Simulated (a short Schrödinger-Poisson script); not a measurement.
Stack: MOS inversion layer, Si3N4 on p-type Ge(100), at 400 K.

```
layer  material  thickness (nm)  Na (cm⁻³)
-----  --------  --------------  ---------
1         Si3N4             2.4          -
2            Ge            1100     1.4e17
```

The device is made up for the run: typed textbook-type constants, with dimensions and the other settings drawn at random. Si3N4: permittivity 7.5, conduction-band edge (eV) 1.9, gap (eV) 5.1, electron mass (mₑ) 0.5. Ge: permittivity 16, conduction-band edge (eV) 0, gap (eV) 0.664, Nv at 300 K (cm⁻³) 6e18.

Channel valleys (confinement mass, in-plane density-of-states mass, number): L4 0.12, 0.295, 4. At the gate the conduction-band edge of layer 1 lies 2.2 eV − eVg above the Fermi level of the channel; the field vanishes at the back. Gaps are held at their typed values at every temperature. Mesh 0.03 nm at interfaces.

Solved with a short Schrödinger-Poisson script written for these runs: 1D Poisson equation in equilibrium, electrons classical, Fermi-Dirac, parabolic valleys, classical holes, full ionisation, no traps, pinning or gate leakage.

The same stack at other levels of the model or other numerical settings:

```
run                                        sheet density of all electrons at Vg = 1.05 V (cm⁻²)  sheet density of all electrons at Vg = 0.45 V (cm⁻²)  capacitance at Vg = 1.05 V (μF/cm²)  centroid of the channel electrons at Vg = 1.05 V (nm)  rough cost against the base
-----------------------------------------  ----------------------------------------------------  ----------------------------------------------------  -----------------------------------  -----------------------------------------------------  ---------------------------
base                                                                                    9.62e12                                               1.73e12                                 2.26                                                   1.50                      about 1
electrons treated as classical, Boltzmann                                            (withheld)                                               1.77e12                                 2.50                                             (withheld)                          0.2
electrons treated as quantum, Hartree                                                   8.23e12                                               1.29e12                           (withheld)                                                   2.62                            4
mesh six times as coarse                                                                9.50e12                                               1.70e12                                 2.23                                                   1.58                          0.3
```

Q: Fill in the missing entries.

A: 
- electrons treated as quantum, Hartree, capacitance at Vg = 1.05 V (μF/cm²): 2.08
- electrons treated as classical, Boltzmann, sheet density of all electrons at Vg = 1.05 V (cm⁻²): 1.03e13
- electrons treated as classical, Boltzmann, centroid of the channel electrons at Vg = 1.05 V (nm): 1.13

The classical rows ignore confinement, and Boltzmann statistics overrate the density once the band edge passes the Fermi level.

Only the L valleys are kept; under strong confinement the Δ valleys of Ge fill too.
